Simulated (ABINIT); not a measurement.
## Input and output of a self-consistent single point for Sb3TeClO6 (Cm, 11 atoms in the cell) (ABINIT)

Method: LDA (PW92), PAW (JTH v2.0 LDA PAW) (plane waves; ABINIT).

Input as run:

```
# Sb3TeClO6, JTH v2.0 LDA PAW
pp_dirpath "./"
pseudos "Sb.LDA_PW-JTH.xml, Te.LDA_PW-JTH.xml, Cl.LDA_PW-JTH.xml, O.LDA_PW-JTH.xml"
acell 3*1.0 Angstrom
rprim
         7.8953850000   -2.0730950000   -0.0000000000
         7.8953850000    2.0730950000   -0.0000000000
        -5.2949480000   -0.0000000000    8.0786890000
natom 11
ntypat 4
znucl 51 52 17 8
typat 1 1 1 2 3 4 4 4 4 4 4
xcart
        -0.1556831110   -0.0000000000    7.4100584568
        -3.7972746893   -0.0000000000   13.0449271709
        23.6685495451    0.0000000000    2.1846375318
        19.9155274386    0.0000000000    7.7495856316
         9.8167477261   -0.0000000000    7.6343234837
        16.2351568355   -0.0000000000    7.4871543306
         3.8197451421   -0.0000000000    7.8679010814
         7.9800379496    0.0000000000    1.2135348526
        11.8519316039   -0.0000000000   14.0969423513
        20.3344600909    0.0000000000    4.1938628676
        -0.5808387910   -0.0000000000   11.0827226848
ecut 707 eV
pawecutdg 1415 eV
pawovlp -1
ixc 7
occopt 1
nband 49
kptopt 1
ngkpt 4 4 2
nshiftk 1
shiftk 0 0 0
nstep 80
tolvrs 1.0e-11
prtwf 0
prtden 0
enunit 1
```

The program printed (abridged):

```
 Symmetries : space group Cm (#  8); Bravais mC (1-face-center monocl.)

 -outvars: echo values of preprocessed input variables --------
            acell      1.8897261329E+00  1.8897261329E+00  1.8897261329E+00 Bohr
             ecut      2.59817731E+01 Hartree
           enunit           1
              ixc           7
         kptrlatt        4    0    0      0    4    0      0    0    2
          kptrlen      3.13406544E+01
            natom          11
            nband          49
            ngfft          72      72      90
          ngfftdg         108     108     120
             nkpt          14
            nstep          80
             nsym           2
           ntypat           4
        pawecutdg      5.20002954E+01 Hartree
          pawovlp     -1.0000000000E+00
            rprim      7.8953850000E+00 -2.0730950000E+00 -0.0000000000E+00
                       7.8953850000E+00  2.0730950000E+00 -0.0000000000E+00
                      -5.2949480000E+00 -0.0000000000E+00  8.0786890000E+00
          spgroup           8
           tolvrs      1.00000000E-11
            typat      1  1  1  2  3  4  4  4  4  4  4
           useylm           1
             xred      1.5753999931E-01  1.5753999931E-01  4.8537999788E-01
                       1.5926999931E-01  1.5926999931E-01  8.5447999627E-01
                       8.4115999632E-01  8.4115999632E-01  1.4309999938E-01
                       8.3761999634E-01  8.3761999634E-01  5.0761999778E-01
                       4.9665999783E-01  4.9665999783E-01  5.0006999781E-01
                       7.0851999690E-01  7.0851999690E-01  4.9042999786E-01
                       3.0081999869E-01  3.0081999869E-01  5.1536999775E-01
                       2.9407999871E-01  2.9407999871E-01  7.9489999655E-02
                       7.0680999691E-01  7.0680999691E-01  9.2338999597E-01
                       7.7355999662E-01  7.7355999662E-01  2.7470999880E-01
                       2.2395999902E-01  2.2395999902E-01  7.2594999683E-01
            znucl       51.00000   52.00000   17.00000    8.00000

== DATASET  1 ==================================================================

 Exchange-correlation functional for the present dataset will be:
  LDA: Perdew-Wang 92 LSD fit to Ceperley-Alder data - ixc=7
 Citation for XC functional:
  J.P.Perdew and Y.Wang, PRB 45, 13244 (1992)

 Real(R)+Recip(G) space primitive vectors, cartesian coordinates (Bohr,Bohr^-1):
 R(1)= 14.9201154 -3.9175818  0.0000000  G(1)=  0.0335118 -0.1276298  0.0219644
 R(2)= 14.9201154  3.9175818  0.0000000  G(2)=  0.0335118  0.1276298  0.0219644
 R(3)=-10.0060016  0.0000000 15.2665097  G(3)=  0.0000000  0.0000000  0.0655029
 Unit cell volume ucvol=  1.7846786E+03 bohr^3
 Angles (23,13,12)=  1.22018960E+02  1.22018960E+02  2.94241630E+01 degrees

 Coarse grid specifications (used for wave-functions):

 getcut: wavevector=  0.0000  0.0000  0.0000  ngfft=  72  72  90
         ecut(hartree)=     25.982   => boxcut(ratio)=   2.03474

 Fine grid specifications (used for densities):

 getcut: wavevector=  0.0000  0.0000  0.0000  ngfft= 108 108 120
         ecut(hartree)=     52.000   => boxcut(ratio)=   2.02522

   1.98944861E+04                                ecore*ucvol(ha*bohr**3)

_setup2: Arith. and geom. avg. npw (full set) are   11288.094   11288.071

--- !BeginCycle
solver: {iscf: 17, nstep: 80, nline: 4, wfoptalg: 10, }
tolerances: {tolvrs: 1.00E-11, }
...

     iter   Etot(hartree)      deltaE(h)  residm     nres2
 ETOT  1  -346.91301958314    -3.469E+02 3.069E+01 5.022E+02
 ETOT  2  -371.04135746676    -2.413E+01 1.985E-01 2.506E+03
 ETOT  3  -369.61450086481     1.427E+00 2.931E-01 8.851E+02
 ETOT  4  -369.15411680377     4.604E-01 2.176E-02 2.976E+02
 ETOT  5  -369.03469418092     1.194E-01 7.024E-03 1.869E+02
 ETOT  6  -368.86341240717     1.713E-01 6.561E-03 3.115E+01
   [... 25 lines left out ...]
 ETOT 32  -368.83140192979    -2.331E-11 2.279E-06 1.310E-10
 ETOT 33  -368.83140192979     2.728E-12 2.238E-06 6.412E-11
 ETOT 34  -368.83140192979     2.274E-12 1.291E-06 3.731E-11
 ETOT 35  -368.83140192979    -1.876E-12 1.269E-06 1.362E-11
 ETOT 36  -368.83140192979    -4.604E-12 7.322E-07 8.594E-12

 At SCF step   36       nres2   =  8.59E-12 < tolvrs=  1.00E-11 =>converged.

 Cartesian components of stress tensor (hartree/bohr^3)
  sigma(1 1)=  1.26140076E-04  sigma(3 2)=  0.00000000E+00
  sigma(2 2)=  1.55688176E-04  sigma(3 1)=  2.01856354E-06
  sigma(3 3)=  1.28996074E-04  sigma(2 1)=  0.00000000E+00

 ----iterations are completed or convergence reached----

 reduced coordinates (array xred) for   11 atoms
       0.157539999309      0.157539999309      0.485379997876
       0.159269999306      0.159269999306      0.854479996266
       0.841159996324      0.841159996324      0.143099999376
       0.837619996338      0.837619996338      0.507619997782
       0.496659997829      0.496659997829      0.500069997815
       0.708519996904      0.708519996904      0.490429997856
       0.300819998686      0.300819998686      0.515369997746
       0.294079998715      0.294079998715      0.079489999655
       0.706809996910      0.706809996910      0.923389995965
       0.773559996619      0.773559996619      0.274709998799
       0.223959999021      0.223959999021      0.725949996827
 cartesian forces (eV/Angstrom) at end:
    1      0.42555468773293    -0.00000000000000     0.97856524941204
    2      1.02266223572703    -0.00000000000000     0.20446538510492
    3     -0.90201667545336    -0.00000000000000    -0.33934798036320
    4      0.33607271845824    -0.00000000000000     0.40323691549250
    5     -0.05815125348804    -0.00000000000000    -0.01234281681243
    6     -0.59152066337150    -0.00000000000000     0.07095653370490
    7     -0.32926823329121    -0.00000000000000    -0.16138545719460
    8     -0.12932772886091    -0.00000000000000    -0.32114121817151
    9      0.14927235169490    -0.00000000000000     0.37821770339185
   10      0.57556648297717    -0.00000000000000    -0.79332222761826
   11     -0.49884392212526    -0.00000000000000    -0.40790208694620
 frms,max,avg= 4.1137794E-01 1.0226622E+00   1.138E-03  0.000E+00 -6.308E-04 e/A
 length scales=  1.889726132886  1.889726132886  1.889726132886 bohr
              =  1.000000000000  1.000000000000  1.000000000000 angstroms
 Fermi (or HOMO) energy (eV) =  -0.21978   Average Vxc (eV)=  -7.94880
 Eigenvalues (   eV  ) for nkpt=  14  k points:
 kpt#   1, nband= 49, wtk=  0.03125, kpt=  0.0000  0.0000  0.0000 (reduced coord)
 -28.66227  -28.62535  -28.58651  -28.53008  -28.51316  -28.47976  -28.45777  -28.45495
 -28.37360  -28.36831  -28.28829  -28.23761  -28.23564  -28.16600  -28.13607  -20.17061
 -18.93041  -18.34966  -17.25015  -17.18430  -16.34370  -13.47465  -10.96791   -8.57009
  -7.79072   -7.63159   -6.33676   -6.26572   -5.71360   -5.24967   -4.53040   -4.39936
  -3.85602   -3.78987   -3.60125   -3.28046   -2.76421   -2.54020   -2.30129   -2.23923
  -2.06192   -1.68259   -1.65656   -1.48928   -1.43613   -0.75365   -0.21978    2.64123
   2.99267
 prteigrs : prtvol=0 or 1, do not print more k-points.

--- !EnergyTerms
comment             : Components of total free energy in Hartree
kinetic             :  6.64016702082428E+01
hartree             :  1.92980835214794E+02
xc                  : -3.30256277229237E+01
Ewald energy        : -1.50122571464762E+02
psp_core            :  1.11473777278652E+01
local_psp           : -5.14249135476105E+02
spherical_terms     :  5.80360500547407E+01
total_energy        : -3.68831401458148E+02
total_energy_eV     : -1.00364128446994E+04
...

-Cartesian components of stress tensor (GPa)         [Pressure= -4.0290E+00 GPa]
- sigma(1 1)=  3.71116854E+00  sigma(3 2)=  0.00000000E+00
- sigma(2 2)=  4.58050351E+00  sigma(3 1)=  5.93881798E-02
- sigma(3 3)=  3.79519490E+00  sigma(2 1)=  0.00000000E+00

 Calculation completed.
```

The run converged in 36 iterations.

The starting cell comes from a database of computed structures (which also holds hypothetical and non-ambient phases and stackings), without a prior relaxation at this level. With a pressure of about -4 GPa the cell is away from its equilibrium volume at this level. Forces in this geometry exceed 1 eV/Å.

These are the values that this program gave, and no reference: the one-centre exchange-correlation terms come from a truncated expansion.

Cost on one core of a shared machine: roughly 30 min.
